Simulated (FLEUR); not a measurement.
Worked example: self-consistent single point of NiPbF6 (R-3, 8 atoms in the cell) in FLEUR.

Level of theory: PBEsol, all-electron FLAPW (FLEUR), scalar-relativistic valence in FLEUR.

The change in words: lattice scaled by 0.98. Reference geometry:
```xyz
8
Lattice="2.5819 1.4906 4.8073 -2.5819 1.4906 4.8073 0.0000 -2.9813 4.8073" Properties=species:S:1:pos:R:3 pbc="T T T"
Ni     0.0000     0.0000     0.0000
Pb     0.0000     0.0000     7.2110
F      0.7853    -1.5500     5.9780
F     -0.7853     1.5500     8.4440
F      0.9497     1.4551     5.9780
F     -0.9497    -1.4551     8.4440
F     -1.7350     0.0949     5.9780
F      1.7350    -0.0949     8.4440
```
Moments meant for the start (each program seeds them in its own way; μB, in the order of the atoms Ni Pb F F F F F F): 2.0 0.0 0.0 0.0 0.0 0.0 0.0 0.0.

Reference input (self-consistent single point, DFT, PBEsol, all-electron FLAPW (FLEUR), scalar-relativistic valence): Kmax = 4.7 1/bohr; GmaxXC = 14.1 1/bohr; xcFunctional = PBEs; jspins = 2; l_soc = F; mode = hist; fermiSmearingEnergy = 0.00073499 Htr; mesh (inpgen div1-3) = 3 3 3; inpgen gamma flag = false; Gmax = 14.1 1/bohr; numbands = 0; maxIterBroyd = 15. This run's input differs from it in these lines:

```diff
@@ -3,5 +3,5 @@
 &input film=f /
-2.5818692060 1.4906428811 4.8073390000
--2.5818692060 1.4906428811 4.8073390000
--0.0000000000 -2.9812857622 4.8073390000
+2.5302318906 1.4608300632 4.7111920000
+-2.5302318906 1.4608300632 4.7111920000
+-0.0000000000 -2.9216601263 4.7111920000
 1.8897261246
@@ -50,5 +50,5 @@
          <bravaisMatrix>
-            <row-1>    4.8790256888784587     2.8169067948636815     9.0845540981084394</row-1>
-            <row-2>   -4.8790256888784587     2.8169067948636815     9.0845540981084394</row-2>
-            <row-3>    0.0000000000000000    -5.6338135897273629     9.0845540981084394</row-3>
+            <row-1>    4.7814453049628689     2.7605687340301088     8.9028626004065217</row-1>
+            <row-2>   -4.7814453049628689     2.7605687340301088     8.9028626004065217</row-2>
+            <row-3>    0.0000000000000000    -5.5211374678712453     8.9028626004065217</row-3>
          </bravaisMatrix>
```

The program printed (abridged):

```
 Iteration:     1   Distance:      20.75752927 me/bohr^3
 Iteration:     2   Distance:      19.00477769 me/bohr^3
 Iteration:     3   Distance:      11.30928951 me/bohr^3
 Iteration:     4   Distance:       4.44453032 me/bohr^3
 Iteration:     5   Distance:       1.61824493 me/bohr^3
   [... 15 lines left out ...]
 Iteration:    21   Distance:       0.00022826 me/bohr^3
 Iteration:    22   Distance:       0.00003658 me/bohr^3
 Iteration:    23   Distance:       0.00001158 me/bohr^3
 Iteration:    24   Distance:       0.00000432 me/bohr^3
 Reset of history
 Run finished successfully
 Stop message:
   Structural relaxation: new displacements generated

[file out, last iteration]
             iter=     25
[...]
          total density-effective poten   -4.0620753944E+04
          total charge density-energy d   -5.0743236335E+02
 Updated energy parameters for spin:           1
 Updated energy parameters for spin:           2
[...]
 fermi energy and band-weighting factors:

[...]
FERMIE:
          first approx. to ef    (T=0)  :   0.116277 htr   (energy of the highest occ. eigenvalue)
          number of occ. states  (T=0)  :        432
          first approx. to seigv (T=0)  : -27.313553 htr
          sum of weights of occ. states :  72.000000
          sum of semicore charge        :   0.000000 e
FERHIS:  Fermi-Energy by histogram:
          bandgap                     :   0.013976 htr
   [... lines left out ...]
          charge neutrality (T=0)     :   0.000000    (zero if the highest occ. eigenvalue is "entirely" occupied)
 Direct bandgap for spin            1 :    2.7634803429257296E-002  Htr
 Direct bandgap for spin            2 :    1.8283884557654589E-002  Htr
 ---->    free energy=                    -23040.1221019365 htr
   [... lines left out ...]
 TOTAL FORCE FOR ATOM TYPE=  1  X=  0.000   Y=  0.000   Z=  0.000
                       FX_TOT= 0.000000 FY_TOT= 0.000000 FZ_TOT= 0.000000
 TOTAL FORCE FOR ATOM TYPE=  2  X=  0.000   Y=  0.000   Z= 13.354
                       FX_TOT= 0.000000 FY_TOT= 0.000000 FZ_TOT= 0.000000
 TOTAL FORCE FOR ATOM TYPE=  3  X=  1.454   Y=  2.651   Z=  2.168
                       FX_TOT=-0.000873 FY_TOT=-0.006562 FZ_TOT=-0.004966
```

The run converged in 24 iterations. FLEUR gives forces in its relaxation mode, with a further iteration, so its stop message speaks of a relaxation. Against the reference run the free energy goes down by 11.2 meV/atom, the gap on the mesh goes from 0.250 to 0.380 eV and the size of the net moment stays at 0.25 μB/atom.

The starting cell comes from a database of computed structures (which also holds hypothetical and non-ambient phases and stackings), without a prior relaxation at this level. Its lattice was rescaled by a random factor within 2.5 % of one. For this run, on top of that: lattice scaled by 0.98. Spin-orbit coupling is off. With one magnetic atom in the cell only a parallel order is possible. Values depend on the basis (sphere radii, cutoffs, local orbitals), which need not be converged.

Cost on one core of a shared machine: roughly 7 min.
